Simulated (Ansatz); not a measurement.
The starting structures come from a database of crystals and need not be the phases stable at ambient conditions.

Tunnelling through a barrier is set by its complex band structure: the current falls as exp(−2κd) with the smallest κ.

Consider the following.

```xyz
5
Lattice="7.3862 0.0000 0.0000 2.4621 9.7098 0.0000 3.6931 0.0000 2.1322" Properties=species:S:1:pos:R:3 pbc="T T T"
Bi     4.9241     2.0189     0.0000
Bi     4.9241     7.5405     0.0000
Te     2.4621     9.5699     0.0000
Te     2.4621     3.7880     0.0000
S      7.3862     6.2119     0.0000
```

Space group of this cell: R3m. The cell was relaxed by PBE-D3(BJ).

Transport runs along the normal of the first two printed cell vectors, the (110) plane of the conventional cell.

The gap is the functional's own. No spin-orbit coupling. Mid-gap values are interpolated on the energy grid.

Q: Predict the band gap and the smallest decay constant κ at mid-gap from PBEsol run with Ansatz (a first-principles code).

A: Gap 0.56 eV on a 14×14×14 mesh; κ = 0.067 1/Å, at the zone centre.
